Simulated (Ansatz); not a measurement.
# Zr: response to strain

The reference is Zr in the hcp (Mg type) structure (space group P6_3/mmc, No. 194; a = 3.1438 Å, c = 5.0928 Å; relaxed with 0.1 eV smearing).

Strains are applied to the cell and any free atomic positions relax.

Computed with LDA in Ansatz (plane waves to 420 eV, PAW, no spin-orbit coupling).

Notes on the quantities. pressure: mean of the normal stresses, compression positive.

| isotropic strain (%) | pressure (GPa) |
|---|---|
| -3 | 11.0 |
| -2.5 | 8.9 |
| -2 | 6.9 |
| -1.5 | 5.1 |
| -0.5 | 1.6 |
| 0 | 0.0 |
| 1 | ? |
| 1.5 | -4.3 |
| 2.5 | -6.8 |

Question: Fit P = P₀ − Bδ + Cδ² with δ = (1 + ε)³ − 1 to the rows shown and predict the withheld row.

Answer: Least squares on the printed values gives P₀ = 0.0 GPa, B = 105 GPa (at held cell shape), C = 230 GPa (largest residual 0.1 GPa); this predicts -3.0 GPa, and the run gives -2.9 GPa, in agreement.

Stability against distortions was not tested. All final runs are without spin polarisation.

Ansatz is a program for electronic structure.
